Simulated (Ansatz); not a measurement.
A self-consistent single point of HRh (Fm-3m, 2 atoms in the cell) with Ansatz (a program for electronic structure).

Computed with LDA (PW92), default PAW files made with PBE (plane waves; Ansatz).

The change in words: lattice scaled by 0.98; basis.ecutwfc: 420 eV → 1010 eV. Reference geometry:
```
HRh
1.0
    0.00000     2.02254     2.02254
    2.02254     0.00000     2.02254
    2.02254     2.02254     0.00000
H Rh
1 1
Direct
  0.50000   0.50000   0.50000
  0.00000   0.00000   0.00000
```
Moments meant for the start (each program seeds them in its own way; μB, in the order of the atoms H Rh): 0.0 1.0.

Reference input (self-consistent single point, DFT, LDA (PW92), plane waves, default PAW files made with PBE): basis.ecutwfc = 420 eV; kpoints.mp_grid.grid = 14 14 14; hamiltonian.xc = lda; hamiltonian.pseudopotentials = {kind: paw} (the program's default PAW files); magnetization.spin_polarized = true; scf.occupations.method = gaussian; scf.occupations.width = 0.1 eV. This run's input differs from it in these lines:

Ansatz 0.2 input:
```diff
@@ -3,5 +3,5 @@
   lattice:
-    - [0.000000, 2.022542, 2.022542]
-    - [2.022542, 0.000000, 2.022542]
-    - [2.022542, 2.022542, 0.000000]
+    - [0.000000, 1.982091, 1.982091]
+    - [1.982091, 0.000000, 1.982091]
+    - [1.982091, 1.982091, 0.000000]
   atoms:
@@ -10,3 +10,3 @@
 basis:
-  ecutwfc: 420.0 eV
+  ecutwfc: 1010.0 eV
 kpoints:
```

Log, with long lists cut:

```
SCF iter   1: F=—  HF=-6295.354555 eV  |F-HF|=—  |Δ(HF+E_count)|=         —  Δρ=9.33e-2 (↑9.33e-2 ↓3.39e-2)  dr2=1.94e0  dr2_m=2.98e-1  M=0.146 μB ∫|m|=0.149 μB  β_m=0.30  ethr=3.10e-3  ⟨swp⟩=4.8  Hψ=15343  notcnv=0
Mixer restart at iter 1: flushing history
all-band conjugate gradients solve this SCF's bands
preconditioner: auto → none
   [... lines left out ...]
SCF iter  10: F=—  HF=-6294.330952 eV  |F-HF|=—  |Δ(HF+E_count)|=  7.82e-11  Δρ=2.33e-7 (↑2.33e-7 ↓8.03e-8)  dr2=9.58e-12  dr2_m=2.15e-12  M=0.000 μB ∫|m|=0.000 μB  β_m=0.95  ethr=1.00e-12  ⟨swp⟩=2.2  Hψ=4075  notcnv=0  defer=99
SCF iter  11: F=-6294.330952 eV  HF=-6294.330952 eV  |F-HF|=1.82e-12  |Δ(HF+E_count)|=  5.46e-12  Δρ=5.27e-8 (↑3.21e-8 ↓5.27e-8)  dr2=1.13e-12  dr2_m=2.82e-14  M=0.000 μB ∫|m|=0.000 μB  ethr=1.00e-12  ⟨swp⟩=3.5  Hψ=8414  notcnv=0
SCF 1 converged in 11 iterations: F = -6294.330952 eV  dr2 = 1.13e-12
the search or the solves at the SCF's close seem to have found levels that the self-consistency loop had missed (the run counts 2) …
   [... lines left out ...]
WARN: the starting moments were not kept: the SCF closed with an absolute magnetisation of 7.9e-7 μB, where they sum to 1 μB in size (1 site) …
Absolute magnetization: 0.0000 μB (∫|ρ↑−ρ↓|, with the PAW one-centre terms)
Free energy (F): -6294.330952 eV
Fermi energy:    20.633867 eV
   [... lines left out ...]
  atom   2  Rh    -0.00000000     0.00000000     0.00000000
--- Stress (GPa, compression-positive) ---
       -0.079246       0.000000      -0.000000
        0.000000      -0.079246      -0.000000
        0.000000       0.000000      -0.079246
  P = ⅓ Tr σ = -0.0792 GPa (-0.792 kbar)
  The stress holds the Pulay correction. Without it, at fixed plane waves, as pw.x and ABINIT print it: P = -0.0805 GPa
```

The run converged in 11 iterations. Against the reference run the free energy falls by 25.4 meV/atom and the pressure goes from -14.48 to -0.08 GPa.

The starting cell comes from a database of computed structures (which also holds hypothetical and non-ambient phases and stackings), without a prior relaxation at this level. Its lattice was rescaled by up to half a per cent. For this run, on top of that: lattice scaled by 0.98. The starting moments vanished: the run ended non-magnetic. The program warned that a starting moment was not kept. Ansatz's pressure includes its estimate of the finite-basis (Pulay) stress.
